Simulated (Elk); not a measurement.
Input and output of a self-consistent single point for NbC (P6_3/mmc, 4 atoms in the cell) (Elk)

Method of the run: PBEsol, all-electron FP-LAPW, Elk's shipped species files, APW+lo basis with extra local orbitals (Elk).

The input file:

```
tasks
  0

xctype
  22

rgkmax
  7.5

gmaxvr
  14.0

nxlo
  2

lorbcnd
  .true.

rmtscf
  0.85

lmaxi
  3

stype
  3

swidth
  0.00499791

scale
  1.889726125

avec
    3.6889733857    0.0000001605    0.0000000000
   -1.8444868319    3.1947445857    0.0000000000
    0.0000000000    0.0000000000    4.4399420000

atoms
  2   : nspecies
  'Nb.in'   : spfname
  2   : natoms; atposl, bfcmt below
  0.3333333333  0.6666666667  0.2500000000    0.0 0.0 0.0
  0.6666666667  0.3333333333  0.7500000000    0.0 0.0 0.0
  'C.in'   : spfname
  2   : natoms; atposl, bfcmt below
  0.3333333333  0.6666666667  0.7500000000    0.0 0.0 0.0
  0.6666666667  0.3333333333  0.2500000000    0.0 0.0 0.0

ngridk
  8 8 6
```

Log, with long lists cut:

```
│ Elk code version 10.2.4 │

All units are atomic (Hartree, Bohr, etc.)

│ Ground-state run starting from atomic densities │

Lattice vectors :
   6.971149381      0.3033010431E-06   0.000000000
  -3.485574953       6.037192306       0.000000000
   0.000000000       0.000000000       8.390274391

Unit cell volume      :    353.1145183
Brillouin zone volume :   0.7024639333

Muffin-tin inner radius fraction :   0.1000000000E-01

Nuclei treated as point charges

Species :    1 (Nb)
 parameters loaded from : Nb.in
 name : niobium
 nuclear charge    :   -41.00000000
 electronic charge :    41.00000000
 atomic mass :    169357.9703
 muffin-tin radius :    2.210000000
 number of radial points in muffin-tin :    597
 atomic positions (lattice), magnetic fields (Cartesian) :
   1 :   0.33333333  0.16666667  0.25000000    0.00000000  0.00000000  0.00000000
   2 :  -0.33333333 -0.16666667 -0.25000000    0.00000000  0.00000000  0.00000000

Species :    2 (C)
 parameters loaded from : C.in
 name : carbon
 nuclear charge    :   -6.000000000
 electronic charge :    6.000000000
 atomic mass :    21894.16672
 muffin-tin radius :    1.530000000
 number of radial points in muffin-tin :    297
 atomic positions (lattice), magnetic fields (Cartesian) :
   1 :   0.33333333  0.16666667 -0.25000000    0.00000000  0.00000000  0.00000000
   2 :  -0.33333333 -0.16666667  0.25000000    0.00000000  0.00000000  0.00000000

Total number of atoms per unit cell :    4

Spin treatment :
 spin-unpolarised

Number of Bravais lattice symmetries :   24
Number of crystal symmetries         :   24
Crystal has inversion symmetry
Real symmetric eigensolver will be used

k-point grid :      8     8     6
k-point offset :    0.000000000       0.000000000       0.000000000
k-point set is reduced with full crystal symmetry group
Total number of k-points :       40

Muffin-tin radius times maximum |G+k| :    7.500000000
 using average radius
   [... lines left out ...]
Maximum |G| for potential and density :    14.00000000
 potential will be trimmed for |G| > 2 gkmax
Constant for pseudocharge density :    8
Radial integration step length :    4

G-vector grid sizes :     32    32    40
Number of G-vectors :    16417

Maximum angular momentum used for
 APW functions                      :    8
 outer part of muffin-tin           :    6
 inner part of muffin-tin           :    3

Total nuclear charge    :   -94.00000000
Total core charge       :    60.00000000
Total valence charge    :    34.00000000
Total excess charge     :    0.000000000
Total electronic charge :    94.00000000

Effective Wigner radius, rₛ :   0.9643463411

Number of empty states         :   16
Total number of valence states :   33
Total number of core states    :   60

Conduction state local-orbitals added automatically
Total number of local-orbitals :  298

Exchange-correlation functional :     22     0     0
 PBEsol, Phys. Rev. Lett. 100, 136406 (2008)
 gradient requirement :    1
 generalised gradient approximation (GGA)

Smearing type :    3
 Fermi-Dirac
Smearing width :   0.4997910000E-02
Effective electronic temperature (K) :    1578.215154

Mixing type :    3
 Broyden mixing, J. Phys. A: Math. Gen. 17, L317 (1984)

Kohn-Sham potential initialised from atomic data
│ Self-consistent loop started │
│ Loop number : 1 │
 total energy                :     -7700.67146022
│ Loop number : 2 │
 total energy                :     -7701.25798663
RMS change in Kohn-Sham potential (target) :    2.290344787     (  0.1000000000E-05)
Absolute change in total energy (target)   :   0.5865264030     (  0.1000000000E-03)
│ Loop number : 3 │
 total energy                :     -7701.11580814
RMS change in Kohn-Sham potential (target) :    2.271317758     (  0.1000000000E-05)
Absolute change in total energy (target)   :   0.4453109414E-02 (  0.1000000000E-03)
│ Loop number : 4 │
 total energy                :     -7706.47786035
RMS change in Kohn-Sham potential (target) :    1.257764865     (  0.1000000000E-05)
Absolute change in total energy (target)   :    5.363165489     (  0.1000000000E-03)
│ Loop number : 5 │
 total energy                :     -7711.03547823
RMS change in Kohn-Sham potential (target) :   0.4600075246     (  0.1000000000E-05)
Absolute change in total energy (target)   :    5.898409251     (  0.1000000000E-03)
   [... lines left out ...]
Absolute change in total energy (target)   :   0.2158482456E-02 (  0.1000000000E-03)
│ Loop number : 14 │
 total energy                :     -7712.82645884
RMS change in Kohn-Sham potential (target) :   0.9509575708E-05 (  0.1000000000E-05)
Absolute change in total energy (target)   :   0.1122582680E-02 (  0.1000000000E-03)
│ Loop number : 15 │
 total energy                :     -7712.82628612
RMS change in Kohn-Sham potential (target) :   0.2617350893E-05 (  0.1000000000E-05)
Absolute change in total energy (target)   :   0.4533706542E-03 (  0.1000000000E-03)
│ Loop number : 16 │
 total energy                :     -7712.82629625
RMS change in Kohn-Sham potential (target) :   0.9766178371E-06 (  0.1000000000E-05)
Absolute change in total energy (target)   :   0.1032169557E-03 (  0.1000000000E-03)
│ Loop number : 17 │
 total energy                :     -7712.82631197
RMS change in Kohn-Sham potential (target) :   0.7813625578E-06 (  0.1000000000E-05)
Absolute change in total energy (target)   :   0.1007910032E-04 (  0.1000000000E-03)
Convergence targets achieved

│ Loop number : 18 │

Energies :
 Fermi                       :     0.440285957032
 sum of eigenvalues          :     -4561.42279857
 electron kinetic            :      7978.60510068
 core electron kinetic       :      7802.74126868
 Coulomb                     :     -15446.9362901
 Coulomb potential           :     -12219.1484903
 nuclear-nuclear             :     -792.208683458
 electron-nuclear            :     -17090.3067230
 Hartree                     :      2435.57911632
 Madelung                    :     -9337.36204494
 xc potential                :     -320.879408927
 exchange                    :     -239.226273097
 correlation                 :     -5.26492294855
 electron entropic           :    -0.392563050310E-02
 total energy                :     -7712.82631110

Density of states at Fermi energy :    48.54847996
 (states/Hartree/unit cell)

Estimated indirect band gap :   0.1634187314E-02
 from k-point     39 to k-point     29
Estimated direct band gap   :   0.1142177456E-01
 at k-point     28

Charges :
 core                        :    60.00000000
 valence                     :    34.00000000
 interstitial                :    8.604762674
 muffin-tins (core leakage)
  species :    1 (Nb)
   atom    1                 :    38.18060300     (  0.1802745615E-04)
   atom    2                 :    38.18060300     (  0.1802745615E-04)
  species :    2 (C)
   atom    1                 :    4.517015662     (  0.3976067121E-04)
   atom    2                 :    4.517015662     (  0.3976067121E-04)
 total in muffin-tins        :    85.39523733
 total calculated charge     :    94.00360028
 total charge                :    94.00000000
 error                       :   0.3600275820E-02

│ Self-consistent loop stopped │
```

The run converged in 18 iterations. The count includes the last loop, which Elk runs after its targets are met.

The starting cell comes from a database of computed structures (which also holds hypothetical and non-ambient phases and stackings), without a prior relaxation at this level. Its lattice was rescaled by a random factor within 2.5 % of one. Spin polarisation is off. Values depend on the basis (sphere radii, cutoffs, local orbitals), which need not be converged. The log's line on a gap gives a spacing of levels on this mesh, which the program prints for metals too.
